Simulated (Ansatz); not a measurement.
The starting structures come from a database of crystals and need not be the phases stable at ambient conditions.

 Where the default PAW files enter, the runs use the earlier of Ansatz's two default sets.

Input:

```yaml
crystal:
  lattice:
    - [4.84693, 0.00000, 0.00000]
    - [0.00000, 4.98540, 0.00000]
    - [0.00000, 0.00000, 7.08994]
  atoms:
    - { symbol: Al, position: [0.74785, 0.96949, 0.39040] }
    - { symbol: Al, position: [0.25215, 0.03051, 0.60960] }
    - { symbol: Al, position: [0.75215, 0.46949, 0.10960] }
    - { symbol: Al, position: [0.24785, 0.53051, 0.89040] }
    - { symbol: Al, position: [0.75215, 0.03051, 0.89040] }
    - { symbol: Al, position: [0.24785, 0.96949, 0.10960] }
    - { symbol: Al, position: [0.74785, 0.53051, 0.60960] }
    - { symbol: Al, position: [0.25215, 0.46949, 0.39040] }
    - { symbol: O, position: [0.89298, 0.89802, 0.65400] }
    - { symbol: O, position: [0.10702, 0.10198, 0.34600] }
    - { symbol: O, position: [0.60702, 0.39802, 0.84600] }
    - { symbol: O, position: [0.39298, 0.60198, 0.15400] }
    - { symbol: O, position: [0.60702, 0.10198, 0.15400] }
    - { symbol: O, position: [0.39298, 0.89802, 0.84600] }
    - { symbol: O, position: [0.89298, 0.60198, 0.34600] }
    - { symbol: O, position: [0.10702, 0.39802, 0.65400] }
    - { symbol: O, position: [0.95060, 0.75000, 0.00000] }
    - { symbol: O, position: [0.04940, 0.25000, 0.00000] }
    - { symbol: O, position: [0.54940, 0.25000, 0.50000] }
    - { symbol: O, position: [0.45060, 0.75000, 0.50000] }
```

Space group of this cell: Pbcn. The cell is taken as given; by r2SCAN its mean pressure is -7.5 GPa.

Level of theory: r2SCAN (plane waves, PAW; Ansatz, a first-principles code).

The current runs along the normal of the first two printed vectors; no spin-orbit coupling. Scaled by the factor s: all lengths (ions clamped). The meshes follow the cell: 6×6×6 and 6×6 across at s = 0.98, 6×6×4 and 6×6 across at s = 1.00, 6×6×4 and 6×6 across at s = 1.02.

```csv
s,mean pressure (GPa),slowest mid-gap decay constant κ (1/Å)
0.98,8.4,0.409
1.00,-7.5,0.377
1.02,-19.6,?
```

**Question.** Take the slope of the slowest mid-gap decay constant κ against ln s from the two given rows, extrapolate to s = 1.02, and say what the run there gives.

**Answer.** Slope = (0.409 − 0.377) / ln 0.98 = -1.58 1/Å. The line gives 0.377 + (-1.58) × ln 1.02 = 0.346 1/Å. The run gives 0.346 1/Å, as the line does.
